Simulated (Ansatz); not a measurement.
AlB2-type TiB2 was calculated with PBEsol-D3(BJ) in Ansatz (plane waves, PAW).

Settings: plane-wave cutoff 520 eV, 24×24×18 k mesh (along the axes of the cell as run), Fermi–Dirac smearing 0.05 eV, no spin polarisation, scalar-relativistic PAW data made under PBE.

Shape and atoms are relaxed at each volume.

Pressure at four volumes; x = ln(V/8.140 Å³). One pressure is withheld.

```json
[
 {"V (Å³/atom)": "7.814", "x": "-0.0409", "P (GPa)": "?"},
 {"V (Å³/atom)": "7.977", "x": "-0.0202", "P (GPa)": "5.84"},
 {"V (Å³/atom)": "8.140", "x": "0.0000", "P (GPa)": "0.00"},
 {"V (Å³/atom)": "8.466", "x": "0.0393", "P (GPa)": "-10.09"}
]
```

Task: Pass a parabola P(x) through the three rows shown, estimate the bulk modulus and its pressure derivative near zero pressure, and predict the withheld pressure.

Result: Slopes between the rows: (0.00 − (5.84))/(0.0000 − (-0.0202)) = -289.11 and (-10.09 − (0.00))/(0.0393 − (0.0000)) = -256.74 GPa. Their difference over the span 0.0595 is c = 32.37/0.0595 = 544.0 GPa, so P(x) = 5.84 + (-289.11)(x − (-0.0202)) + 544.0 (x − (-0.0202))(x − (0.0000)). At the middle row B = −dP/dx = −[-289.11 + 544.0 × 0.0202] = 278.1 GPa, and B′ = dB/dP = 2c/B = 3.9. At x = -0.0409 the parabola gives 12.29 GPa; the run gives 12.27 GPa. The Birch–Murnaghan fit to the energies at all volumes has B0 = 278 GPa and B′ = 3.9.

Measured, for comparison: bulk modulus 240 GPa (room temperature, not corrected to a static lattice, our sources range from 233 to 250; as tabulated in Synthesis of Binary Transition Metal Nitrides, Carbides and Borides from the …). Computed (rounded) less measured: bulk modulus +16 % (+11 % to +19 % over the range).

Note: the bulk modulus comes from volumes at which shape and atoms were relaxed.

Ansatz is a first-principles code.
